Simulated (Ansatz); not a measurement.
## Zr3N4: response to strain

Start from Zr3N4 (space group R-3m, No. 166; a cell from a computed database, its experimental status unchecked).

```xyz
7
Lattice="1.7083 0.9863 8.3353 -1.7083 0.9863 8.3353 0.0000 -1.9725 8.3353" Properties=species:S:1:pos:R:3 pbc="T T T"
Zr     0.0000     0.0000     5.5599
Zr     0.0000     0.0000    19.4460
Zr     0.0000     0.0000     0.0000
N      0.0000     0.0000    15.5435
N      0.0000     0.0000     9.4623
N      0.0000     0.0000    21.6996
N      0.0000     0.0000     3.3062
```

Cartesian axes are those of the cell as printed.

Strains are applied to the cell and any free atomic positions relax; under biaxial strain the out-of-plane vector relaxes too; under stress the whole cell relaxes.

Calculations: PBEsol (Ansatz, a first-principles code; PAW; 420 eV plane waves; spin-orbit coupling left out).

Notes on the quantities. band gap: an upper bound: an edge found on the path is not a true extremum; the base alone; energy relative to the base: free energy F.

```tsv
variant	band gap	energy relative to the base	shortest interatomic distance
base	0.99 eV	0 meV/atom	2.043 Å
biaxial strain −1.75 %, plane normal [001], relaxed out of plane	0.82 eV	+11 meV/atom	2.020 Å
biaxial strain +2.26 %, plane normal [001], relaxed out of plane	0.91 eV	+17 meV/atom	2.074 Å
uniaxial stress, 3 GPa tension along z	0.95 eV	+1.6 meV/atom	2.040 Å
```

Stability under load was not tested beyond the relaxation.
